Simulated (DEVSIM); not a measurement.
Structure: Si p-n junction from an implanted or diffused profile, at 250 K.

```tsv
layer (left to right)	material	thickness (μm)	Nd (cm⁻³)	τn (s)	τp (s)
1	Si	30.0	1.8e14	0.00013	0.00013
```

Added acceptor profile: 1.2e16 cm⁻³ × exp(−(x − 0 μm)²/(2·(0.021 μm)²)). Left contact: ohmic. Right contact: ohmic. Voltage is applied to the left contact. Recombination: SRH at mid-gap. Mobility is μmin + (μ − μmin)/(1 + (N/Nref)^α).

The device is made up for the run: typed textbook-type constants, with dimensions and the other settings drawn at random. Values at 300 K; Nc and Nv go as T^1.5, mobilities as T to minus their exponent, the gap by Varshni's rule with the affinity fixed. The table also holds parameters that only a changed run uses.

| parameter | Si |
|---|---|
| gap (eV) | 1.124 |
| affinity (eV) | 4.05 |
| permittivity | 11.7 |
| Nc (cm⁻³) | 2.86e19 |
| Nv (cm⁻³) | 3.1e19 |
| μn (cm²/Vs) | 1417 |
| μp (cm²/Vs) | 470 |
| μn,min | 52 |
| μp,min | 45 |
| Nref,n | 9.7e16 |
| Nref,p | 2.2e17 |
| αn | 0.68 |
| αp | 0.72 |
| T exponent of μn | 2.3 |
| T exponent of μp | 2.2 |
| Cn (cm⁶/s) | 2.8e-31 |
| Cp (cm⁶/s) | 9.9e-32 |
| Varshni α (eV/K) | 0.000473 |
| Varshni β (K) | 636 |

DEVSIM, 1D drift-diffusion, Boltzmann statistics, complete ionisation; no tunnelling, impact ionisation, image-force lowering or self-heating.

Base results: potential step across the device at zero bias (V) 0.720; dark forward voltage at 1 A/cm² (V) 0.641.

Q: What follows from this one change: straggle of the profile 0.021 → 0.063 μm?

A: potential step across the device at zero bias little changed (0.720 V); dark forward voltage at 1 A/cm² 0.641 → 0.648 V.

Q: What follows from this one change: thickness of layer 1 30 → 6 μm?

A: potential step across the device at zero bias little changed (0.720 V); dark forward voltage at 1 A/cm² 0.641 → 0.604 V.

Q: What follows from this one change: peak of the profile 1.2e+16 → 1.2e+15 cm^-3?

A: potential step across the device at zero bias 0.720 → 0.668 V; dark forward voltage at 1 A/cm² 0.641 → 0.608 V.

Q: What follows from this one change: temperature 250 → 400 K?

A: potential step across the device at zero bias 0.720 → 0.383 V; dark forward voltage at 1 A/cm² 0.641 → 0.319 V.

Q: What follows from this one change: doping Nd of layer 1 1.8e+14 → 5.4e+15 cm^-3?

A: potential step across the device at zero bias 0.720 → 0.781 V; dark forward voltage at 1 A/cm² 0.641 → 0.569 V.
